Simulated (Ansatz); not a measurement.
A user runs Ansatz (a program for electronic structure) on TiTe2 (I4_1/amd, 6 atoms in the cell) and asks whether the run is sound. The aim is a self-consistent single point with DFT, PBE, plane waves, default PAW files.

Cell that was meant: a = 7.5181 Å, b = 7.5181 Å, c = 7.5181 Å, α = 139.43°, β = 139.43°, γ = 58.73°.

Part of the input:

Ansatz 0.2 input:
```yaml
  xc: pbe
  pseudopotentials: { kind: paw }
scf:
  occupations: { method: methfessel_paxton, width: 0.0735 Ry }
output:
  forces: true
  eigenvalues: true
```

The program printed (abridged):

```
WARN ansatz: RAYON_NUM_THREADS=1 ignored (pool sized by the plan → 1); use --threads N
   [... lines left out ...]
Symmetry: 16 space group operations
Space group: I41/amd (ITA 141), of the structure as read, at distance tolerance 5.6e-5 Å
k-points: 28 of 216
Initial density: superposition of atomic densities (neutral atoms: chi_scale 0, normalization atom), corrected by the library's trained network
Initial wavefunctions: pseudopotential atomic-orbital guess
Eigensolver: davidson
Functional: x = pbe(κ = 0.804, μ = 0.2195149727645171), c = pbe(β = 0.06672455060314922)
SCF iter   1: F=—  HF=-32921.383621 eV  |F-HF|=—  |Δ(HF+E_count)|=         —  Δρ=3.50e-3  dr2=2.31e-2  ethr=1.77e-3  ⟨swp⟩=6.9  Hψ=6995  notcnv=0
all-band conjugate gradients solve this SCF's bands
preconditioner: auto → LDOS
SCF iter   2: F=—  HF=-32921.386631 eV  |F-HF|=—  |Δ(HF+E_count)|=   3.01e-3  S|Δr|=    0.00e0  Δρ=2.66e-3  dr2=2.02e-2  ethr=2.63e-5  ⟨swp⟩=2.0  Hψ=3179  notcnv=0
   [... lines left out ...]
SCF iter   5: F=—  HF=-32921.383638 eV  |F-HF|=—  |Δ(HF+E_count)|=   6.07e-6  S|Δr|=    0.00e0  Δρ=1.91e-5  dr2=4.68e-7  ethr=1.33e-8  ⟨swp⟩=2.0  Hψ=2843  notcnv=0
SCF iter   6: F=—  HF=-32921.383638 eV  |F-HF|=—  |Δ(HF+E_count)|=   5.84e-7  S|Δr|=    0.00e0  Δρ=8.29e-6  dr2=1.32e-7  ethr=1.14e-10  ⟨swp⟩=11.4  Hψ=8043  notcnv=0
SCF iter   7: F=-32921.383638 eV  HF=-32921.383638 eV  |F-HF|=7.87e-9  |Δ(HF+E_count)|=   2.43e-8  S|Δr|=    0.00e0  Δρ=2.16e-6  dr2=1.19e-8  ethr=1.14e-10  ⟨swp⟩=4.6  Hψ=4989  notcnv=0
SCF 1 converged in 7 iterations: F = -32921.383638 eV  dr2 = 1.19e-8
Stability not checked (fill_not_monotonic)
Free energy (F): -32921.383638 eV
Internal energy: -32921.561630 eV  (E = F + TS)
E sigma→0 (E₀):  -32921.428136 eV
Entropy (-TS):   0.177992 eV (29.665 meV/atom)
Fermi energy:    8.765058 eV
--- Forces (eV/Å), atoms counted from 1 ---
  atom   1  Ti     0.00000000    -0.00000000    -0.00000000
  atom   2  Ti     0.00000000    -0.00000000     0.00000000
  atom   3  Te     0.00000000     0.00000000    -0.39650210
   [... lines left out ...]
  atom   6  Te    -0.00000000     0.00000000     0.39650210
--- Stress (GPa, compression-positive) ---
        6.410002      -0.000000       0.000000
       -0.000000       6.410002       0.000000
        0.000000       0.000000       4.520542
  P = ⅓ Tr σ = 5.7802 GPa (57.802 kbar)
  The stress holds the Pulay correction. Without it, at fixed plane waves, as pw.x and ABINIT print it: P = 5.7584 GPa
```

Problem. Can these results be used? Check the input.

Solution. The run is not sound. The fault is a smearing width that is far too large. A width of many tenths of an electronvolt moves electrons far across the Fermi level or the gap, and the free energy and its derivatives carry a large smearing term. To fix it, use a width small against the gap or band features. The run converged in 7 iterations without an error; against the sound input the free energy rises by 27.6 meV/atom, the pressure goes from 6.04 to 5.78 GPa and the largest force goes from 0.251 to 0.397 eV/Å.

An input that runs soundly differs in these lines (not the only fix; some lines may just follow from the change or write a value another way):
```diff
-  occupations: { method: methfessel_paxton, width: 0.0735 Ry }
+  occupations: { method: methfessel_paxton, width: 0.02 Ry }
```

With that input, the run converged in 8 iterations: free energy E − TS (on the zero of these files) -32921.5491 eV; Fermi level (on the code's own zero) 8.81 eV; pressure 6.04 GPa; largest force (vector length) 0.251 eV/Å (DFT, PBE, plane waves, default PAW files).

On the sound input: the starting cell was generated: these elements placed on a structure prototype, without a prior relaxation; it need not be a known phase or ordering of this composition. Its lattice was rescaled by a random factor within 2.5 % of one. Spin-orbit coupling is off. Spin polarisation is off, so a magnetic state, if there is one, cannot be reached. With a pressure of about 6 GPa the cell is away from its equilibrium volume at this level. Ansatz's pressure includes its estimate of the finite-basis (Pulay) stress.
